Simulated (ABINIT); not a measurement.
Worked example: self-consistent single point of AlSn (P-6m2, 2 atoms in the cell) in ABINIT.

Computed with LDA (PW92), norm-conserving pseudopotentials (PseudoDojo nc-sr-04 LDA standard) (plane waves; ABINIT).

The change in words: lattice scaled by 0.98. Reference geometry:
```xyz
2
Lattice="4.1981 0.0000 0.0000 -2.0991 3.6357 0.0000 0.0000 0.0000 3.3068" Properties=species:S:1:pos:R:3 pbc="T T T"
Al     0.0000     0.0000     0.0000
Sn     0.0000     2.4238     1.6534
```

Reference input (self-consistent single point, DFT, LDA (PW92), plane waves, norm-conserving pseudopotentials (PseudoDojo nc-sr-04 LDA standard)): pseudos = [Al.upf, Sn.upf]; ecut = 72 Ry; occopt = 7; tsmear = 0.00367493 Ha; ngkpt = 7 7 8; nshiftk = 1; shiftk = 0 0 0; potentials = PseudoDojo nc-sr-04 LDA standard; nband = 14; kptopt = 1; nstep = 100; toldfe = 1e-09 Ha. This run's input differs from it in these lines:

```diff
@@ -5,5 +5,5 @@
 rprim
-         4.1981100532   -0.0000000123    0.0000000000
-        -2.0990550159    3.6356699601    0.0000000000
-         0.0000000000    0.0000000000    3.3068500000
+         4.1141481831   -0.0000000425    0.0000000000
+        -2.0570740547    3.5629568627    0.0000000000
+         0.0000000000    0.0000000000    3.2407130000
 natom 2
@@ -14,3 +14,3 @@
          0.0000000000    0.0000000000    0.0000000000
-         0.0000000135    4.5802803283    3.1245204176
+         0.0000000463    4.4886750828    3.0620300093
 ecut 72 Ry
```

Log, with long lists cut:

```
--- !BeginCycle
solver: {iscf: 7, nstep: 100, nline: 4, wfoptalg: 0, }
tolerances: {toldfe: 1.00E-09, }
...

     iter   Etot(hartree)      deltaE(h)  residm     vres2
 ETOT  1  -80.756726113100    -8.076E+01 3.436E-01 3.450E+00
 ETOT  2  -80.929103766890    -1.724E-01 1.119E-02 1.327E+00
 ETOT  3  -80.929375810032    -2.720E-04 3.183E-03 7.525E-02
 ETOT  4  -80.929381822147    -6.012E-06 1.267E-03 1.984E-02
 ETOT  5  -80.929386176923    -4.355E-06 1.980E-03 8.873E-05
 ETOT  6  -80.929386182249    -5.326E-09 4.465E-04 2.798E-06
 ETOT  7  -80.929386182691    -4.420E-10 4.679E-04 1.923E-08
 ETOT  8  -80.929386182696    -4.604E-12 2.094E-04 1.599E-10
 At SCF step    8, etot is converged :
  for the second time, diff in etot=  4.604E-12 < toldfe=  1.000E-09

 Cartesian components of stress tensor (hartree/bohr^3)
  sigma(1 1)=  9.50096991E-06  sigma(3 2)=  0.00000000E+00
  sigma(2 2)=  9.50097006E-06  sigma(3 1)=  0.00000000E+00
  sigma(3 3)= -2.39408748E-05  sigma(2 1)= -6.75207583E-14

 ----iterations are completed or convergence reached----

 reduced coordinates (array xred) for    2 atoms
       0.000000000000      0.000000000000      0.000000000000
       0.333333333333      0.666666666667      0.500000000000
 cartesian forces (eV/Angstrom) at end:
    1     -0.00000000000000    -0.00000000000000    -0.00000000000000
    2      0.00000000000000     0.00000000000000    -0.00000000000000
 frms,max,avg= 5.9364741E-28 8.9047112E-28   0.000E+00  0.000E+00  0.000E+00 e/A
   [... lines left out ...]
 Fermi (or HOMO) energy (hartree) =   0.21028   Average Vxc (hartree)=  -0.36852
 Fermi (or HOMO) energy (eV) =   5.72192   Average Vxc (eV)= -10.02799
   [... lines left out ...]
total_energy        : -8.09293861826960E+01
total_energy_eV     : -2.20220059297152E+03
band_energy         : -5.36987257269718E+00
...

-Cartesian components of stress tensor (GPa)         [Pressure=  4.8436E-02 GPa]
- sigma(1 1)=  2.79528139E-01  sigma(3 2)=  0.00000000E+00
- sigma(2 2)=  2.79528143E-01  sigma(3 1)=  0.00000000E+00
- sigma(3 3)= -7.04364736E-01  sigma(2 1)= -1.98652896E-09

 Calculation completed.
```

The run converged in 8 iterations. Against the reference run the free energy goes down by 14.8 meV/atom and the pressure goes from -3.08 to 0.05 GPa.

The starting cell comes from a database of computed structures (which also holds hypothetical and non-ambient phases and stackings), without a prior relaxation at this level. For this run, on top of that: lattice scaled by 0.98.

Cost on one core of a shared machine: roughly 30 s.
